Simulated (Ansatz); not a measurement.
## Pressure series in La2O3

The parent structure is La₂O₃ (space group P-3m1, No. 164).

```xyz
5
Lattice="3.9352 0.0000 0.0000 -1.9676 3.4080 0.0000 0.0000 0.0000 6.1257" Properties=species:S:1:pos:R:3 pbc="T T T"
La     0.0000     2.2720     1.5077
La     1.9676     1.1360     4.6180
O      0.0000     0.0000     0.0000
O      0.0000     2.2720     3.9579
O      1.9676     1.1360     2.1677
```

Cell and atoms are relaxed at each pressure.

Method: r2SCAN/PAW in Ansatz (a program for electronic structure), no SOC, earlier PAW set.

Candidates:
(a) pressure 0.9 GPa
(b) pressure 4.5 GPa
(c) pressure −2 GPa
(d) pressure 15 GPa

Base values:

| Property | Value |
|---|---|
| c/a ratio | 1.557 |

Order them by c/a ratio, highest first.

(c) pressure −2 GPa (1.569), (a) pressure 0.9 GPa (1.551), (b) pressure 4.5 GPa (1.529), (d) pressure 15 GPa (1.467)

Load acts through the strain it causes; cell and atoms are relaxed under it. Stability against distortions was not tested. Competing high-pressure phases were not computed.
